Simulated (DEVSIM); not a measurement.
## Schottky contact on n-type GaN

System: Schottky contact on n-type GaN, at 300 K.

```csv
layer (left to right),material,thickness (μm),Nd (cm⁻³),τn (s),τp (s)
1,GaN,3.40,1.6e17,2.2e-8,2.2e-8
```

Left contact: Schottky, work function 5.07 eV, emission velocity 2.8e6 cm/s. Right contact: ohmic. Voltage is applied to the left contact. Recombination: SRH at mid-gap, Auger. Mobility is μmin + (μ − μmin)/(1 + (N/Nref)^α).

Constants are typed, rounded textbook-type inputs, not results; the design itself was drawn at random and stands for no fabricated device. Values at 300 K.

| parameter | GaN |
|---|---|
| gap (eV) | 3.43 |
| affinity (eV) | 4.1 |
| permittivity | 9.5 |
| Nc (cm⁻³) | 2.3e18 |
| Nv (cm⁻³) | 4.6e19 |
| μn (cm²/Vs) | 1200 |
| μp (cm²/Vs) | 100 |
| μn,min | 55 |
| μp,min | 3 |
| Nref,n | 2e17 |
| Nref,p | 3e17 |
| αn | 1 |
| αp | 2 |
| Cn (cm⁶/s) | 1e-30 |
| Cp (cm⁶/s) | 1e-30 |

Model (solved in DEVSIM): 1D drift-diffusion, Boltzmann statistics, complete ionisation; no tunnelling, impact ionisation, image-force lowering or self-heating. Metal contacts follow the ideal Schottky-Mott rule: no Fermi-level pinning, no interface dipoles.

| Item | Result |
|---|---|
| Potential step across the device at zero bias | 0.901 V |
| Largest field in the device at zero bias | 230000 V/cm |
| Dark forward voltage at 1 A/cm² | 0.613 V |
| Dark forward voltage at 100 A/cm² | 0.735 V |

Dark forward current:

```
V (V)  J (A/cm²)
-----  ---------
0.05     3.0e-10
0.10      2.4e-9
0.15      1.7e-8
0.25      8.1e-7
0.30      5.6e-6
0.35      3.9e-5
0.40     0.00027
0.50       0.013
0.55       0.088
0.60        0.61
0.65         4.2
0.75         170
0.80         770
0.85        2000
```

Dark reverse current:

```csv
V (V),J (A/cm²)
-0.04,-4.0e-11
-0.10,-5.0e-11
-0.20,-5.1e-11
-0.30,-5.1e-11
-0.40,-5.2e-11
-0.60,-5.2e-11
-0.80,-5.2e-11
-1.00,-5.2e-11
-1.30,-5.2e-11
-1.60,-5.2e-11
-2.00,-5.2e-11
```
